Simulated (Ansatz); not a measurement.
SrTiO3: pressure series

Start from SrTiO$_{3}$ in the cubic perovskite structure (space group Pm-3m, No. 221; a = 3.907 Å).

Cell and atoms are relaxed at each pressure.

The values are results of Ansatz (a quantum-chemistry and plane-wave program) r2SCAN, spin-orbit coupling left out, not measurements.

| pressure (GPa) | volume per atom (Å³/atom) |
|---|---|
| -2 | 12.057 |
| -1 | 11.991 |
| 0 | 11.927 |
| 0.7 | ? |
| 1.5 | 11.835 |
| 3 | 11.746 |
| 5 | 11.632 |
| 7.5 | 11.499 |
| 10 | 11.373 |

**Question.** Fit the third-order Birch–Murnaghan form P(V) = (3B₀/2)[(V₀/V)^(7/3) − (V₀/V)^(5/3)]·[1 + (3/4)(B₀′ − 4)((V₀/V)^(2/3) − 1)] (squares taken in P) to the rows shown and predict the withheld row.

**Answer.** Least squares on the printed values gives V₀ = 11.927 Å³/atom, B₀ = 189 GPa, B₀′ = 4.4; this predicts 11.883 Å³/atom, and the run gives 11.884 Å³/atom, in agreement.

Measured bulk modulus of SrTiO3: 172.1 GPa (room temperature; as listed in Mael Guennou et al., Physical Review B (2010)); the computed value is for a static lattice, so the two differ by thermal effects too.

Load acts through the strain it causes; cell and atoms are relaxed under it. Stability against distortions was not tested. Competing high-pressure phases were not computed. All final runs are without spin polarisation. Many cubic perovskites are stable only at high temperature; tilts and polar distortions were not tested.
